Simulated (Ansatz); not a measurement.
**MoTe2 under a change: pressure 2.1 GPa**

The parent structure is MoTe₂ in the 2H-MoS2 type structure (space group P6_3/mmc, No. 194; a = 3.497 Å, c = 13.697 Å; layered, stacked along the Cartesian z axis).

One thing is altered: cell and atoms relaxed at a pressure of 2.1 GPa.

Calculations: Ansatz (a program for electronic structure), PBE-D3(BJ), PAW, cutoff 420 eV, without spin-orbit coupling, earlier PAW set. k-mesh 11×11×3 (Γ-centred); smearing 0.05 eV (Fermi–Dirac).

| quantity | base | changed | shift |
|---|---|---|---|
| volume per atom | 24.17 Å³ | 23.24 Å³ | -0.936 Å³ |
| lattice parameter a | 3.497 Å | 3.463 Å | -0.034 Å |
| c/a ratio | 3.917 | 3.876 | -0.041 |
| shortest interatomic distance | 2.716 Å | 2.705 Å | -0.011 Å |
| enthalpy H = E + PV relative to the base's energy | – | +0.31 eV/atom | – |
| band gap (an upper bound: an edge found on the path is not a true extremum; the changed cell) | 0.60 eV | 0.41 eV | -0.19 eV |

Cost of the whole job for the changed cell (relaxation, final SCF and bands): very roughly 3 core-minutes.

Spin-orbit coupling, missing from the scalar runs, can matter with Te. Load acts through the strain it causes; cell and atoms are relaxed under it. No phonon test of stability was made. The D3 term's C6 switches between coordination references near this geometry, which can add small steps to energies.
